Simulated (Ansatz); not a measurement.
Consider Rh in the fcc (Cu type) structure (space group Fm-3m, No. 225; a = 3.802 Å; relaxed with 0.1 eV smearing). Axes: x, y, z lie along the cube axes.

Method: r2SCAN (Ansatz, a quantum-chemistry and plane-wave program), without spin-orbit coupling.

Now apply this change: tensile biaxial strain of 3.00 % in the plane normal to [001], as in epitaxy on a mismatched substrate; the out-of-plane cell vector and the atoms relax.

Problem. What does the calculation give for the energy relative to the base after the change?

Solution. The energy grows by 32 meV/atom.

Problem. Estimate the effect on the ratio −ε⊥/ε∥.

Solution. The ratio −ε⊥/ε∥ comes out as 0.89.

Stability against distortions was not tested. The final runs are not spin-polarised. Rh lies near a magnetic instability that expansion can trigger; it was not tested.
